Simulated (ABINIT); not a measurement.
Band structure of KF (Fm-3m, 2 atoms in the cell).

```
CELL_PARAMETERS angstrom
      0.00000     2.67500     2.67500
      2.67500     0.00000     2.67500
      2.67500     2.67500     0.00000
ATOMIC_POSITIONS crystal
  K  0.00000 0.00000 0.00000
  F  0.50000 0.50000 0.50000
```

Method: PBE, PAW (JTH v2.0 PBE PAW) (plane waves; ABINIT 10.0.3).

Settings: pseudos = [K.GGA_PBE-JTH.xml, F.GGA_PBE-JTH.xml]; ecut = 24 Ha; pawecutdg = 48 Ha; pawxcdev = 0; ixc = 11; occopt = 3; tsmear = 0.01 eV; ngkpt = 9 9 9; nshiftk = 1; shiftk = 0 0 0; potentials = JTH v2.0 PBE PAW; kptopt = 1; nstep = 50.

The starting cell has typed, rounded lattice constants, without a prior relaxation at this level.

Predict the gap along the standard path and the places of the band edges.

The gap along the path is 6.15 eV, direct at Γ to within 0.01 eV.

Levels in eV from the top of the valence band on the SCF mesh, bands 5 to 12:
```csv
point,5,6,7,8,9,10,11,12
Γ,-9.39,0.00,0.00,0.00,6.15,10.67,10.67,10.67
X,-9.59,-0.21,-0.06,-0.06,8.21,10.29,11.78,13.56
W,-9.47,-0.40,-0.16,-0.16,9.72,9.72,11.17,13.36
K,-9.53,-0.33,-0.19,-0.19,8.95,10.71,11.05,13.55
L,-9.42,-0.78,-0.34,-0.34,9.06,10.57,12.04,12.04
U,-9.53,-0.33,-0.19,-0.19,8.95,10.71,11.05,13.55
```
